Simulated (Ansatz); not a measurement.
# A computed series for hypothetical P6_3/mmc SnSe2: thickness series

The reference is SnSe2 in the 2H-MoS2 type structure (space group P6_3/mmc, No. 194; a = 3.8335 Å, c = 11.5066 Å; a hypothetical phase, not in the database extracts checked; layered, stacked along the Cartesian z axis).

Free-standing slabs (3 atom(s) a layer) normal to the stacking axis with 15 Å of vacuum; in-plane cell relaxed.

All numbers come from DFT with PBE-D3(BJ), PAW potentials and a 420 eV plane-wave cutoff in Ansatz (a program for electronic structure), without spin-orbit coupling.

Notes on the quantities. excess energy per area of both faces: slab less bulk energy over the cell's area: twice a surface energy; uncertain by up to 0.1 J/m²; layer's space group: with vacuum.

```csv
case,excess energy per area of both faces,thickness between the outermost nuclei,in-plane lattice parameter a,layer's space group
base,–,–,3.833 Å,–
1 layer,0.62 J/m²,3.45 Å,3.754 Å,P-6m2 (No. 187)
2 layers,0.6 J/m²,9.12 Å,3.796 Å,P-3m1 (No. 164)
3 layers,0.6 J/m²,14.88 Å,3.811 Å,P-6m2 (No. 187)
```

Slab and bulk use different k-meshes, which limits the precision of the excess energy. Whether these cells are dynamically stable was not tested. All final runs are without spin polarisation.
